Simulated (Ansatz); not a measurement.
In a free linear chain of Re atoms, spin-degenerate bands cross the Fermi level 6 times between Γ and the zone edge.

The numbers are results of PBE (plane waves to 420 eV, PAW; Ansatz, a program for electronic structure), not measurements. Mesh 1×1×70. Collinear spin, started with parallel moments, which vanish. It repeats along c; a and b span vacuum. A hypothetical model. Symmetry and one short period hold its shape; lower forms weren't sought. Pairing along the axis, which can open a gap, is among the distortions not tried. Values not marked SOC lack spin–orbit coupling.

### Question
What are the conductance and the two-terminal resistance of a perfect, endless piece?

### Answer
Each crossing on the half of the zone with k > 0 has a partner at −k, so it gives one mode in each direction. Counting spin there are 12 modes, each carrying e²/h = 38.74 μS. G = 12 × 38.74 = 464.9 μS and R = 1/G = 2.15 kΩ, whatever the length. Scattering by phonons, roughness and contacts can only raise R.
